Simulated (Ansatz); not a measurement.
Cu2O: pressure series

Take Cu$_{2}$O (space group Pn-3m, No. 224; a = 4.298 Å) as the base.

Cell and atoms are relaxed at each pressure.

Levels (all Ansatz, a first-principles code, PAW): PBE (420 eV, no SOC); r2SCAN (500 eV, scalar-relativistic without spin-orbit coupling).

The base cell above is that of PBE; each level relaxes its own structures.

```csv
case,"shift of the gap caused by the change, PBE","shift of the gap caused by the change, r2SCAN"
pressure −2 GPa,-0.04 eV,-0.04 eV
pressure −1 GPa,-0.02 eV,[?]
pressure 0.9 GPa,+0.02 eV,+0.02 eV
pressure 2.1 GPa,+0.04 eV,[?]
pressure 4.5 GPa,+0.08 eV,+0.08 eV
pressure 9 GPa,+0.16 eV,[?]
pressure 15 GPa,+0.25 eV,[?]
pressure 22.5 GPa,+0.30 eV,+0.15 eV
pressure 30 GPa,+0.17 eV,+0.01 eV
```

Question: What belongs in the blanks?

Answer: 
- pressure −1 GPa, shift of the gap caused by the change, r2SCAN: -0.02 eV
- pressure 2.1 GPa, shift of the gap caused by the change, r2SCAN: +0.04 eV
- pressure 9 GPa, shift of the gap caused by the change, r2SCAN: +0.15 eV
- pressure 15 GPa, shift of the gap caused by the change, r2SCAN: +0.24 eV

The two levels differ by at most about 0.16 eV. They disagree on the order of pressure 22.5 GPa and pressure 15 GPa and of 4 more pairs.

Load acts through the strain it causes; cell and atoms are relaxed under it. No phonon test of stability was made. No other phases were tried under pressure. No Hubbard U is applied. The final runs are not spin-polarised.
